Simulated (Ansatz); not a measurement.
```xyz
3
Lattice="3.8854 0.0000 0.0000 1.9427 3.3649 0.0000 0.0000 0.0000 4.6392" Properties=species:S:1:pos:R:3 pbc="T T T"
Pt     0.0000     0.0000     0.0000
Se     1.9427     1.1216     1.2191
Se     3.8854     2.2432     3.4201
```

No spin polarisation.

The values are results of Kohn–Sham DFT with the PBE-D3(BJ) functional, run in Ansatz (a first-principles code) with PAW and 420 eV plane waves, without spin-orbit coupling, not measurements. k-mesh 18×18×12 (Γ-centred); smearing 0.1 eV (Fermi–Dirac).

Question: Predict the pressure (mean of the normal stresses, compression positive).

Answer: -3.7 GPa.

Question: What band gap does the calculation give?

Answer: Zero.

The cells carry an imposed strain or load. Whether these cells are dynamically stable was not tested. The final runs are not spin-polarised. The cell was made from PtSe₂ in the CdI2 type structure (space group P-3m1, No. 164; layered) by this change: biaxial strain +3.00 %, plane normal [001], relaxed out of plane.
